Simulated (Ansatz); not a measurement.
The parent structure is Tl in the hcp (Mg type) structure (space group P6_3/mmc, No. 194).

```
Tl
1.0
    3.45872     0.00000     0.00000
   -1.72936     2.99534     0.00000
    0.00000     0.00000     5.52339
Tl
2
Direct
  0.33333   0.66667   0.75000
  0.66667   0.33333   0.25000
```

All numbers come from plane-wave PAW DFT at the PBEsol level (Ansatz, a first-principles code, 420 eV), no SOC, earlier PAW set.

One change was made to it. Results:

The lattice parameter a falls by 0.597 Å, from 3.459 Å to 2.862 Å; the band gap stays zero; the c/a ratio goes up by 0.081 to 1.678.

**Question.** What was done to the base?
A) Tl → Sc
B) Tl → Lu
C) Tl → Au

**Answer.** C, Tl → Au. For comparison, the lattice parameter a in the other runs: Tl → Sc gives 3.277 Å; Tl → Lu gives 3.445 Å.

Stability against distortions was not tested. The final runs are not spin-polarised. This is not the structure that Au has at room temperature and ambient pressure.
